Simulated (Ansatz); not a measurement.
Consider the following.

```xyz
2
Lattice="0.0000 2.4398 2.4398 2.4398 0.0000 2.4398 2.4398 2.4398 0.0000" Properties=species:S:1:pos:R:3 pbc="T T T"
B      0.0000     0.0000     0.0000
As     1.2199     1.2199     1.2199
```

No spin polarisation.

Level of theory: r2SCAN in Ansatz (plane waves to 500 eV, PAW, scalar-relativistic without spin-orbit coupling). k-mesh 12×12×12 (Γ-centred); smearing 0.05 eV (Fermi–Dirac).

### Question
What is the computed electron mass?

### Answer
1.1 mₑ along k, 0.21 mₑ across (off the special points).

### Question
Predict the band gap.

### Answer
1.44 eV.

### Question
What is the computed width of the top valence band?

### Answer
5.06 eV.

The cells carry an imposed strain or load. Effective masses come from finite differences of ±0.01 Å⁻¹. Along k means along the line from Γ to the band edge. No phonon test of stability was made. The cell was made from BAs in the zinc blende structure (space group F-43m, No. 216) by this change: isotropic strain +2.00 %.

Ansatz is an electronic-structure program.
